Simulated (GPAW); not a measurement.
Worked example: self-consistent single point of Mg6GaCu (Amm2, 8 atoms in the cell) in GPAW.

Level of theory: LDA (Perdew-Wang 92), GPAW PAW datasets LDA (gpaw-data 1.0.1) (plane waves; GPAW).

The change in words: lattice scaled by 0.985. Reference geometry:
```xyz
8
Lattice="4.9040 0.0000 0.0000 0.0000 3.0519 5.3139 0.0000 -3.0519 5.3139" Properties=species:S:1:pos:R:3 pbc="T T T"
Mg     0.0000     1.5043     6.2306
Mg     0.0000    -1.5043     6.2306
Mg     0.0000     0.0000     3.5391
Mg     2.4520     1.5804     4.3713
Mg     2.4520    -1.5804     4.3713
Mg     2.4520     0.0000     1.7804
Ga     2.4520     0.0000     7.1146
Cu     0.0000     0.0000     8.8737
```

Reference input (self-consistent single point, DFT LDA (Perdew-Wang 92), plane waves, GPAW PAW datasets LDA (gpaw-data 1.0.1)): mode = pw; ecut = 850 eV; xc = LDA; kpts = 5 4 4; mesh shift (steps) = 0 0 0; occupations.name = marzari-vanderbilt; occupations.width = 0.2 eV; nbands = -14; convergence.density = 1e-05 e/electron; symmetry.symmorphic = false; symmetry.tolerance = 0.0005; maxiter = 100. This run's input differs from it in these lines:

```diff
@@ -5,5 +5,5 @@
 atoms = Atoms(['Mg', 'Mg', 'Mg', 'Mg', 'Mg', 'Mg', 'Ga', 'Cu'],
-              cell=[[4.904040, 0.000000, 0.000000],
-                    [0.000000, 3.051875, 5.313945],
-                    [0.000000, -3.051875, 5.313945]],
+              cell=[[4.830479, 0.000000, 0.000000],
+                    [0.000000, 3.006097, 5.234236],
+                    [0.000000, -3.006097, 5.234236]],
               scaled_positions=[[0.000000, 0.832700, 0.339800],
```

Output, abridged:

```
     iter     time        total  log10-change:
                         energy   eigst   dens
iter:   1 --:--:--   -21.320018
iter:   2 --:--:--   -20.242689   -0.66  -1.40
iter:   3 --:--:--   -19.959122   -1.44  -1.49
iter:   4 --:--:--   -20.257645   -1.21  -1.57
iter:   5 --:--:--   -20.050033   -2.48  -1.88
iter:   6 --:--:--   -20.250037   -1.21  -2.00
iter:   7 --:--:--   -19.810101   -2.16  -2.04
iter:   8 --:--:--   -19.821973   -2.49  -2.68
iter:   9 --:--:--   -19.809423c  -3.71  -2.69
iter:  10 --:--:--   -19.808989c  -3.00  -2.82
iter:  11 --:--:--   -19.805627c  -3.81  -3.18
iter:  12 --:--:--   -19.805786c  -5.32  -3.39
iter:  13 --:--:--   -19.805488c  -4.85  -3.46
   [... 3 lines left out ...]
iter:  17 --:--:--   -19.805395c  -6.82  -3.86
iter:  18 --:--:--   -19.805397c  -6.58  -3.94
iter:  19 --:--:--   -19.805390c  -6.72  -4.45
iter:  20 --:--:--   -19.805388c  -6.89  -4.51
iter:  21 --:--:--   -19.805388c  -8.08c -4.64
iter:  22 --:--:--   -19.805387c  -8.77c -4.78
iter:  23 --:--:--   -19.805387c  -8.47c -4.90
iter:  24 --:--:--   -19.805387c  -8.98c -5.06c
Converged after 24 iterations.

Dipole moment: (0.000000, 0.000000, -1.024694) |e|*Ang

Energy contributions relative to reference atoms: (reference = -130322.533251)

Kinetic:        -10.222972
Potential:      +18.586523
External:        +0.000000
XC:             -27.748040
Entropy (-ST):   +0.005574
Local:           -0.426471
SIC:             +0.000000
--------------------------
Free energy:    -19.805387
Extrapolated:   -19.805387

Showing only first 2 kpts
 Kpt  Band  Eigenvalues  Occupancy
  0    35      2.70977    2.00000
  0    36      2.83429    2.00000
  0    37      3.84348    2.00018
  0    38      6.95843    0.00000

  1    35      4.52993    0.97722
  1    36      4.90621    0.00233
  1    37      4.93775    0.00103
  1    38      5.39422    0.00000

Fermi level: 4.55469

No gap
   [... lines left out ...]
  2 Mg    0.00000    0.00000    0.06710
  3 Mg    0.00000    0.09979   -0.07530
  4 Mg    0.00000   -0.09979   -0.07530
  5 Mg    0.00000    0.00000   -0.05404
  6 Ga    0.00000    0.00000    0.04936
  7 Cu    0.00000    0.00000   -0.04827

Stress tensor:
     0.007150     0.000000     0.000000
     0.000000     0.005536     0.000000
     0.000000     0.000000     0.008072
Stress (GPa, Voigt): [1.1455 0.887  1.2933 0.     0.     0.    ]
```

The run converged in 24 iterations. GPAW prints stress with tension positive. Against the reference run the free energy goes down by 11.3 meV/atom, the pressure goes from -3.03 to -1.11 GPa and the largest force goes from 0.148 to 0.141 eV/Å.

The starting cell comes from a database of computed structures (which also holds hypothetical and non-ambient phases and stackings), without a prior relaxation at this level. For this run, on top of that: lattice scaled by 0.985. Spin polarisation is off.

Cost on one core of a shared machine: roughly 4 min.
